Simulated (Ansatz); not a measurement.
Electronic density of states of amorphous In$_{9}$Ga$_{9}$Zn$_{9}$O$_{35}$F$_{2}$, density 5.72 g/cm³, on a 2×2×2 Γ-centred mesh with a Gaussian width of 0.1 eV; energies count from the Fermi level, whose place inside the gap is arbitrary. Cell and mesh are small, so fine structure isn't converged. The numbers are results of PBE, scalar-relativistic without spin-orbit coupling (plane waves to 420 eV, PAW; Ansatz, a quantum-chemistry and plane-wave program), not measurements. Sampling: a 2×2×2 Γ-centred mesh; Fermi-Dirac width 0.02 eV; no spin polarisation. At PBE the levels at the filled edge of the gap are localised (band-tail or defect states), and the nearest spread-out levels lie 0.9 eV apart at the zone centre.

The cell was made by melting and quenching with the CHGNet potential and then relaxed with DFT. O and F atoms were pushed apart under 1.9 Å during the dynamics, to hinder bonds among them. The hot cell started wider than the set density and was brought back towards it in steps. It is the lowest in DFT energy of 2 quenches. It is a model cell: composition and starting density were chosen by hand, and all elements were melted together. No dispersion term was used. Its density started from a set value of 5.84 and ended at 5.72 g/cm³. Cooling (nominally 260 K/ps over its main leg) ran many orders faster than in experiment, which tends to leave more defects and strain. One small periodic cell is one sample of the glass; other quenches scatter about these values. The volume was free in the relaxation, at fixed shape. Stress components on the final sampling reach 1.6 GPa.

```csv
E - EF (eV),states/(eV atom)
-12.00,0.01
-11.90,0.00
-11.80,0.00
-11.70,0.00
-11.60,0.00
-11.50,0.00
-11.40,0.00
-11.30,0.00
-11.20,0.00
-11.10,0.00
-11.00,0.00
-10.90,0.00
-10.80,0.00
-10.70,0.00
-10.60,0.00
-10.50,0.00
-10.40,0.00
-10.30,0.00
-10.20,0.00
-10.10,0.00
-10.00,0.00
-9.90,0.00
-9.80,0.00
-9.70,0.00
-9.60,0.00
-9.50,0.00
-9.40,0.00
-9.30,0.00
-9.20,0.00
-9.10,0.00
-9.00,0.00
-8.90,0.00
-8.80,0.00
-8.70,0.00
-8.60,0.00
-8.50,0.00
-8.40,0.00
-8.30,0.00
-8.20,0.00
-8.10,0.00
-8.00,0.00
-7.90,0.00
-7.80,0.00
-7.70,0.00
-7.60,0.00
-7.50,0.00
-7.40,0.00
-7.30,0.01
-7.20,0.06
-7.10,0.17
-7.00,0.21
-6.90,0.16
-6.80,0.17
-6.70,0.35
-6.60,0.47
-6.50,0.45
-6.40,0.45
-6.30,0.47
-6.20,0.52
-6.10,0.56
-6.00,0.58
-5.90,0.67
-5.80,0.81
-5.70,0.83
-5.60,0.91
-5.50,1.08
-5.40,1.17
-5.30,1.27
-5.20,1.37
-5.10,1.35
-5.00,1.33
-4.90,1.30
-4.80,1.09
-4.70,0.87
-4.60,0.78
-4.50,0.71
-4.40,0.68
-4.30,0.69
-4.20,0.66
-4.10,0.62
-4.00,0.62
-3.90,0.63
-3.80,0.61
-3.70,0.56
-3.60,0.60
-3.50,0.63
-3.40,0.61
-3.30,0.59
-3.20,0.65
-3.10,0.67
-3.00,0.69
-2.90,0.74
-2.80,0.75
-2.70,0.71
-2.60,0.71
-2.50,0.75
-2.40,0.75
-2.30,0.71
-2.20,0.70
-2.10,0.76
-2.00,0.80
-1.90,0.87
-1.80,0.81
-1.70,0.78
-1.60,0.80
-1.50,0.83
-1.40,0.83
-1.30,0.87
-1.20,0.90
-1.10,0.94
-1.00,0.89
-0.90,0.85
-0.80,0.73
-0.70,0.52
-0.60,0.35
-0.50,0.24
-0.40,0.26
-0.30,0.19
-0.20,0.05
-0.10,0.00
0.00,0.00
0.10,0.00
0.20,0.01
0.30,0.02
0.40,0.01
0.50,0.00
0.60,0.00
0.70,0.00
0.80,0.00
0.90,0.00
1.00,0.00
1.10,0.00
1.20,0.00
1.30,0.01
1.40,0.03
1.50,0.07
1.60,0.08
1.70,0.03
1.80,0.01
1.90,0.01
2.00,0.06
2.10,0.09
2.20,0.06
2.30,0.08
2.40,0.10
2.50,0.08
2.60,0.07
2.70,0.06
2.80,0.05
2.90,0.05
3.00,0.10
3.10,0.13
3.20,0.15
3.30,0.16
3.40,0.14
3.50,0.16
3.60,0.18
3.70,0.17
3.80,0.22
3.90,0.25
4.00,0.18
4.10,0.17
4.20,0.22
4.30,0.20
4.40,0.19
4.50,0.21
4.60,0.23
4.70,0.23
4.80,0.26
4.90,0.35
5.00,0.32
5.10,0.26
5.20,0.21
5.30,0.25
5.40,0.29
5.50,0.31
5.60,0.36
5.70,0.30
5.80,0.25
5.90,0.25
6.00,0.28
6.10,0.34
6.20,0.28
6.30,0.22
6.40,0.30
6.50,0.35
6.60,0.30
6.70,0.30
6.80,0.36
6.90,0.38
7.00,0.30
7.10,0.23
7.20,0.29
7.30,0.34
7.40,0.37
7.50,0.36
7.60,0.33
7.70,0.34
```

The level gap on this mesh is 0.58 eV; the broadening fills part of it in the curve.
